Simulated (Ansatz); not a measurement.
The starting structures come from a database of crystals and need not be the phases stable at ambient conditions.

Tunnelling through a barrier is set by its complex band structure: the current falls as exp(−2κd) with the smallest κ.

Consider the following.

```
CELL_PARAMETERS angstrom
      3.49552     0.00000     0.00000
     -1.74776     8.03195     1.66054
      1.74776     0.52456     2.98142
ATOMIC_POSITIONS crystal
  Te 0.57195 0.23862 0.09471
  Te 0.09471 0.76138 0.57195
  Mo 0.00000 0.00000 0.00000
```

Space group of this cell: P-6m2. The cell was relaxed by PBE-D3(BJ); by r2SCAN its mean pressure is 2.2 GPa.

Transport runs along the normal of the first two printed cell vectors, the (101) plane of the conventional cell.

The gap is the functional's own, uncorrected, and κ follows it; spin-orbit coupling is left out. Mid-gap values are interpolated between the computed energies.

Q: Give the band gap and the smallest decay constant κ at mid-gap that r2SCAN run with Ansatz (a quantum-chemistry and plane-wave program) yields.

A: Gap 1.05 eV on a 10×10×10 mesh; κ = 0.204 1/Å, at (-0.300, 0.250) of the in-plane reciprocal vectors. At the zone centre, at the nearest computed energy, the slowest state has κ = 0.25 1/Å.
